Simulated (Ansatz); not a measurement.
The reference is TiSi$_{2}$ (space group Fddd, No. 70; a = 4.760 Å, b = 8.180 Å, c = 8.500 Å).

The change: full substitution Si → Ni; the structure is relaxed again.

Levels (all Ansatz, a program for electronic structure, PAW): PBEsol (420 eV, no spin-orbit coupling); r2SCAN (500 eV, no spin-orbit coupling).

The geometry is relaxed with PBEsol.

PBEsol pressure: 0.0 GPa

Task: What does r2SCAN give at this geometry for the pressure?

Result: The pressure goes from zero to 2.6 GPa.

Single points use the geometry relaxed with PBEsol. Their cutoffs differ, which shifts pressures a little. Stability against distortions was not tested. As relaxed here, TiNi2 is a hypothetical phase, not in the database extracts checked. Seeded moments were not kept for Si → Ni. All final runs are without spin polarisation.
